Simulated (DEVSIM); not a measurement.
Device: Schottky contact on n-type GaN, at 300 K.

Layer 1 from the left is GaN, thickness (μm) 1.70, Nd (cm⁻³) 8e15, τn (s) 6.8e-10, τp (s) 6.8e-10.

Left contact: Schottky, work function 5.21 eV, emission velocity 5.4e6 cm/s. Right contact: ohmic. Voltage is applied to the left contact. Recombination: SRH at mid-gap, Auger. Mobility is constant in doping.

This is a model device: material constants are rounded textbook-type values typed into the input, and sizes, dopings and lifetimes were drawn at random. Values at 300 K.

GaN: gap (eV) 3.43, affinity (eV) 4.1, permittivity 9.5, Nc (cm⁻³) 2.3e18, Nv (cm⁻³) 4.6e19, μn (cm²/Vs) 1200, μp (cm²/Vs) 100, Cn (cm⁶/s) 1e-30, Cp (cm⁶/s) 1e-30.

DEVSIM, 1D drift-diffusion, Boltzmann statistics, complete ionisation; no tunnelling, impact ionisation, image-force lowering or self-heating. Metal contacts follow the ideal Schottky-Mott rule: no Fermi-level pinning, no interface dipoles.

Dark forward current:

```tsv
|V| (V)	|J| (A/cm²)
0.05	2.439e-12
0.10	1.927e-11
0.15	1.353e-10
0.20	9.359e-10
0.25	6.456e-9
0.30	4.450e-8
0.35	3.066e-7
0.40	2.111e-6
0.45	1.452e-5
0.50	9.983e-5
0.55	0.0006854
0.60	0.004697
0.65	0.03211
0.70	0.2185
0.75	1.470
0.80	9.505
0.85	52.20
0.90	190.2
0.95	439.1
1.00	760.0
1.05	1121
1.10	1507
1.15	1908
1.20	2319
```

Problem. Work out the local ideality factor n = ΔV / (kT/q · ln(J2/J1)) between the rows 0.15 and 0.20 V, 1.15 and 1.20 V.

Solution. kT/q = 25.85 mV. From 0.15 to 0.20 V: ln(9.359e-10/1.353e-10) = 1.934, n = 1.00, near the 1 of diffusion or emission over a barrier. From 1.15 to 1.20 V: ln(2319/1908) = 0.195, n = 9.92; the layers' resistance at their doping, Σ W/(qμN) = 0.00011 Ω cm², would take 45 mV of this step of 50 mV.

Problem. Estimate the current at 0.45 V for emission alone, J0 = q v N_band exp(−φB/kT), and read the barrier back from the simulated current.

Solution. φB = 1.110 eV, N_band = 2.30e18 cm⁻³, J0 = 4.47e-13 A/cm²; J = J0 (exp(qV/kT) − 1) = 1.62e-5 A/cm². The simulation gives 1.45e-5 A/cm²; the estimate lies 12 % above. Read backwards, the simulated current gives an apparent barrier of 1.113 eV. The estimate leaves out transport through the depletion region and minority injection.
